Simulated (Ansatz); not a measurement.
**RuN (model structure, Fm-3m, No. 225, 2 atoms in the cell)**

The numbers are results of LDA in Ansatz (PAW), not measurements.

Run with plane-wave cutoff 520 eV, 24×24×24 k mesh, Fermi–Dirac smearing 0.05 eV, no spin polarisation, scalar-relativistic PAW data made under PBE.

Cell (relaxed at this level):

```xyz
2
Lattice="0.0000 2.1125 2.1125 2.1125 0.0000 2.1125 2.1125 2.1125 0.0000" Properties=species:S:1:pos:R:3 pbc="T T T"
N      0.0000     0.0000     0.0000
Ru     2.1125     2.1125     2.1125
```

```
Quantity          Result
---------------  -------
bulk modulus B0  362 GPa
```

Note: the run has no spin polarisation, so it can have missed a magnetic state; the bulk modulus is −V dP/dV from two relaxed cells at ±2 % in volume; the relaxation could raise the start's symmetry but not lower it, so the cell can be a saddle point.

The computed numbers hold no vibrational or temperature effects.

A model structure was made by putting elements into a prototype or built by hand; it is no filed structure, need not be a known phase, and can be a saddle point held by its symmetry.

Ansatz is a quantum-chemistry and plane-wave program.
